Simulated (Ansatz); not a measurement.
The reference is BeTe in the zinc blende structure (space group F-43m, No. 216; a = 5.5542 Å). Axes: x, y, z lie along the cube axes.

The values are results of Ansatz (a first-principles code) LDA, spin-orbit coupling left out, not measurements.

Perturbation: uniaxial strain ε_zz = +0.50 %, all other strain components held at zero; the atoms relax in the strained cell.

### Question
Predict the stress tensor and what it implies for the stiffness.

### Answer
Stress of the strained cell less that of the base (GPa, compression positive):
```
  -0.21    0.00    0.00
   0.00   -0.21    0.00
   0.00    0.00   -0.53
```

Then −Δσ_ii/ε with ε = 0.0050 gives relaxed-ion elastic constants: C33 ≈ 105 GPa.

Whether these cells are dynamically stable was not tested.
